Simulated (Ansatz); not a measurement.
The structure below was relaxed with PBEsol/PAW in Ansatz (an electronic-structure program), without spin-orbit coupling.

```yaml
crystal:
  lattice:
    - [0.00000, 3.19648, 3.19648]
    - [3.19648, 0.00000, 3.19648]
    - [3.19648, 3.19648, 0.00000]
  atoms:
    - { symbol: Zn, position: [0.00000, 0.00000, 0.00000] }
    - { symbol: Mg, position: [0.25000, 0.25000, 0.25000] }
    - { symbol: Mg, position: [0.75000, 0.75000, 0.75000] }
```

Question: Find the space group and the Wyckoff positions.

Answer: Space group Fm-3m (No. 225); a = b = c = 6.393 Å, α = β = γ = 90.00°

```csv
atom,site,symmetry,x,y,z
Zn,4a,m-3m,0.0000,0.0000,0.0000
Mg,8c,-43m,0.2500,0.2500,0.2500
```

Whether these cells are dynamically stable was not tested. The cell was made from Mg2Ge by this change: Ge → Zn; the result is a hypothetical phase, not in the database extracts checked.
